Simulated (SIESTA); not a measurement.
SIESTA run on SnBi₃ (I4/mmm, 4 atoms in the cell): self-consistent single point.

Computed with LDA PW92, numerical atomic orbitals TZP, PseudoDojo LDA standard norm-conserving potentials (rewritten from UPF to PSML) run with SIESTA.

```xyz
4
Lattice="-2.3506 2.3506 5.6640 2.3506 -2.3506 5.6640 2.3506 2.3506 -5.6640" Properties=species:S:1:pos:R:3 pbc="T T T"
Sn     0.0000     0.0000     0.0000
Bi     0.0000     0.0000     5.6640
Bi     2.3506     0.0000     2.8320
Bi     0.0000     2.3506     2.8320
```

Reference input (self-consistent single point, DFT, GGA PBEsol, numerical atomic orbitals TZP, PseudoDojo PBEsol standard norm-conserving potentials (rewritten from UPF to PSML)): XC.functional = GGA; XC.authors = PBEsol; potentials = PseudoDojo PBEsol standard; PAO.BasisSize = TZP; PAO.EnergyShift = 0.01 Ry; MeshCutoff = 350 Ry; kgrid.MonkhorstPack = 6 6 6; OccupationFunction = FD; ElectronicTemperature = 100 meV; MaxSCFIterations = 150; SCF.Mixer.Method = Pulay; SCF.Mixer.Weight = 0.2. This run's input differs from it in these lines:

```diff
@@ -1,2 +1,2 @@
-# files in the folder: Sn.psml Bi.psml (PseudoDojo PBEsol standard)
+# files in the folder: Sn.psml Bi.psml (PseudoDojo LDA standard)
 SystemName  SnBi3
@@ -24,4 +24,4 @@
 
-XC.functional                GGA
-XC.authors                   PBEsol
+XC.functional                LDA
+XC.authors                   PW92
 PAO.BasisSize                TZP
```

Output (repeated stretches shortened):

```
        iscf     Eharris(eV)        E_KS(eV)     FreeEng(eV)     dDmax    Ef(eV) dHmax(eV)
   scf:    1    -8805.563162    -8800.986917    -8801.076239  0.969306 -3.150970  3.233176
   scf:    2    -8801.594444    -8801.304658    -8801.394686  0.050393 -3.218990  2.123484
   scf:    3    -8801.795206    -8801.576323    -8801.667066  0.063103 -3.343808  0.844289
   scf:    4    -8801.614270    -8801.598466    -8801.688986  0.024995 -3.385350  0.087174
   scf:    5    -8801.599041    -8801.598857    -8801.689293  0.002475 -3.386071  0.007654
   scf:    6    -8801.598755    -8801.598815    -8801.689289  0.000774 -3.387171  0.019015
   scf:    7    -8801.598826    -8801.598824    -8801.689302  0.000251 -3.386939  0.003621
   scf:    8    -8801.598822    -8801.598823    -8801.689302  0.000076 -3.387088  0.000931
SCF Convergence by DM+H criterion
max |DM_out - DM_in|         :     0.0000760622
max |H_out - H_in|      (eV) :     0.0009306555
SCF cycle converged after 8 iterations

Using DM_out to compute the final energy and forces

siesta: E_KS(eV) =            -8801.5988

siesta: E_KS - E_eggbox =     -8801.5988

siesta: Atomic forces (eV/Ang):
     1    0.000000   -0.000000    0.000000
     2   -0.000000    0.000000   -0.000000
     3    0.000001   -0.000001   -0.000000
     4   -0.000001    0.000001    0.000000
   Tot   -0.000000   -0.000000    0.000000
   Max    0.000001
   Res    0.000001    sqrt( Sum f_i^2 / 3N )
   Max    0.000001    constrained

Stress tensor Voigt[x,y,z,yz,xz,xy] (kbar):       39.24       39.24       44.21       -0.01       -0.01       -0.08
(Free)E + p*V (eV/cell)    -8804.8848
   [... lines left out ...]
siesta: FreeEng =     -8801.689302
siesta: Cell volume =        125.180522 Ang**3
siesta:         -40.89883791        -40.89886708  kBar
   [... lines left out ...]
             -0.115   0.403   0.171   0.403   1.992   2.002   1.997   2.002

              2.002   0.135   0.066   0.089   0.066   0.050

mulliken: Qtot =       59.000

Mulliken Atomic Populations:
Atom #   charge [q] valence [e]  Species
     1    -0.327480   14.327480  Sn
     2     0.140809   14.859191  Bi
     3     0.093335   14.906665  Bi
     4     0.093335   14.906665  Bi
 Total    -0.000000
```

The run converged in 8 iterations. Against the reference run the pressure goes from -2.75 to -4.09 GPa.

The starting cell comes from a database of computed structures (which also holds hypothetical and non-ambient phases and stackings), without a prior relaxation at this level. Values carry the incompleteness of an atom-centred basis. With a pressure of about -4 GPa the cell is away from its equilibrium volume at this level.

Cost on one core of a shared machine: roughly 60 s.
